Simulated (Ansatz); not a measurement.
Defect migration in zinc-blende BN: interstitial B, charge state +3. These are PBE, PAW (plane waves to 420 eV; Ansatz, a quantum-chemistry and plane-wave program) values and carry that method's errors.

64-site cell at the relaxed PBE lattice, a 2×2×2 k-point mesh shifted by half a step, smearing 0.01 eV, spin-restricted, no finite-size correction. Energies are static. The charge state is imposed; whether it is stable for some Fermi level was not computed. Sites that were not tried may lie lower.

Barriers: single points on a 3×3×3 k-point mesh shifted by half a step at the bands' geometries.

Relaxed starting cell (atoms counted from 1):

```
CELL_PARAMETERS angstrom
      7.24967     0.00000     0.00000
      0.00000     7.24967     0.00000
      0.00000     0.00000     7.24967
ATOMIC_POSITIONS crystal
  B  0.99864 0.99915 0.99984
  B  0.99289 0.99341 0.50737
  B  0.99287 0.50670 0.99407
  B  0.99864 0.50093 0.50161
  B  0.50618 0.99340 0.99408
  B  0.50042 0.99916 0.50162
  B  0.50041 0.50093 0.99984
  B  0.50618 0.50670 0.50737
  N  0.12787 0.12838 0.37239
  N  0.12382 0.12433 0.87393
  N  0.12382 0.62683 0.37644
  N  0.12458 0.62477 0.87599
  N  0.62632 0.12432 0.37644
  N  0.62426 0.12509 0.87599
  N  0.62426 0.62478 0.37568
  N  0.62445 0.62496 0.87580
  B  0.97980 0.25006 0.25073
  B  0.99752 0.25004 0.75072
  B  0.99752 0.75005 0.25073
  B  0.99831 0.75005 0.75072
  B  0.51928 0.25004 0.25074
  B  0.50154 0.25004 0.75073
  B  0.50154 0.75005 0.25073
  B  0.50075 0.75004 0.75073
  N  0.12786 0.37171 0.12908
  N  0.12381 0.37575 0.62751
  N  0.12381 0.87325 0.12501
  N  0.12457 0.87531 0.62546
  N  0.62631 0.37576 0.12501
  N  0.62426 0.37500 0.62546
  N  0.62427 0.87531 0.12577
  N  0.62445 0.87512 0.62564
  B  0.24953 0.98030 0.25071
  B  0.24953 0.99803 0.75073
  B  0.24953 0.51978 0.25072
  B  0.24953 0.50205 0.75072
  B  0.74954 0.99803 0.25072
  B  0.74953 0.99883 0.75072
  B  0.74953 0.50205 0.25073
  B  0.74953 0.50126 0.75072
  N  0.37120 0.12837 0.12905
  N  0.37525 0.12433 0.62752
  N  0.37525 0.62684 0.12501
  N  0.37448 0.62478 0.62545
  N  0.87275 0.12434 0.12502
  N  0.87480 0.12509 0.62546
  N  0.87480 0.62477 0.12577
  N  0.87461 0.62497 0.62564
  B  0.24953 0.25004 0.98098
  B  0.24954 0.25004 0.52047
  B  0.24953 0.75004 0.99871
  B  0.24953 0.75005 0.50273
  B  0.74953 0.25004 0.99872
  B  0.74953 0.25005 0.50274
  B  0.74953 0.75004 0.99951
  B  0.74953 0.75005 0.50194
  N  0.37120 0.37171 0.37239
  N  0.37524 0.37576 0.87394
  N  0.37524 0.87326 0.37644
  N  0.37449 0.87531 0.87600
  N  0.87273 0.37576 0.37644
  N  0.87480 0.37500 0.87599
  N  0.87480 0.87531 0.37568
  N  0.87461 0.87513 0.87581
  B  0.24955 0.25002 0.25072
```
Cell charge +3.

End state 1 differs by these moves (Å; atoms that move under 0.08 Å are left out):

```tsv
atom	element	Δx	Δy	Δz
1	B	-0.04	-0.04	0.05
2	B	0.04	0.04	-0.05
3	B	0.04	-0.04	0.05
4	B	-0.04	0.04	-0.05
5	B	-0.04	0.04	0.05
6	B	0.04	-0.04	-0.05
7	B	0.04	0.04	0.05
8	B	-0.04	-0.04	-0.05
17	B	0.13	0.00	0.00
18	B	-0.13	0.00	0.00
21	B	-0.13	0.00	0.00
22	B	0.13	0.00	0.00
33	B	0.00	0.13	0.00
34	B	0.00	-0.13	0.00
35	B	0.00	-0.13	0.00
36	B	0.00	0.13	0.00
49	B	0.00	0.00	-1.67
50	B	0.00	0.00	-0.29
65	B	0.00	0.00	-1.67
```

Estimate the forward and backward barriers to end state 1 that PBE, PAW returns for this input.

forward 2.89 eV, backward 2.89 eV; at the saddle point atom 49 has neighbours B at 1.79, B at 2.12, B at 2.13, B at 2.15, B at 2.16; 2 N at 1.36 Å. The saddle point's order was not checked, and it lies on a symmetry element of the cell, where a band can be held.

End state 2 differs by these moves (Å; atoms that move under 0.08 Å are left out):

```json
[
 {"atom": "1", "element": "B", "Δx": "-0.14", "Δy": "0.01", "Δz": "0.01"},
 {"atom": "5", "element": "B", "Δx": "0.09", "Δy": "0.05", "Δz": "0.05"},
 {"atom": "17", "element": "B", "Δx": "0.14", "Δy": "0.01", "Δz": "0.01"},
 {"atom": "21", "element": "B", "Δx": "-0.09", "Δy": "0.05", "Δz": "0.05"},
 {"atom": "33", "element": "B", "Δx": "0.00", "Δy": "0.14", "Δz": "0.14"},
 {"atom": "34", "element": "B", "Δx": "0.00", "Δy": "0.01", "Δz": "-0.14"},
 {"atom": "35", "element": "B", "Δx": "0.00", "Δy": "-0.14", "Δz": "0.01"},
 {"atom": "49", "element": "B", "Δx": "0.00", "Δy": "0.14", "Δz": "0.14"},
 {"atom": "50", "element": "B", "Δx": "0.00", "Δy": "0.01", "Δz": "-0.14"},
 {"atom": "51", "element": "B", "Δx": "0.00", "Δy": "-0.14", "Δz": "0.01"},
 {"atom": "65", "element": "B", "Δx": "0.00", "Δy": "-1.81", "Δz": "-1.81"}
]
```

What is the computed forward and backward barriers to end state 2 (PBE, PAW)?

forward 2.53 eV, backward 2.53 eV; at the saddle point atom 65 has neighbours B at 1.65, B at 1.70, 2 B at 1.82; N at 1.58, 2 N at 1.77, 2 N at 1.85, N at 2.05 Å. The saddle point's order was not checked, and it lies on a symmetry element of the cell, where a band can be held.
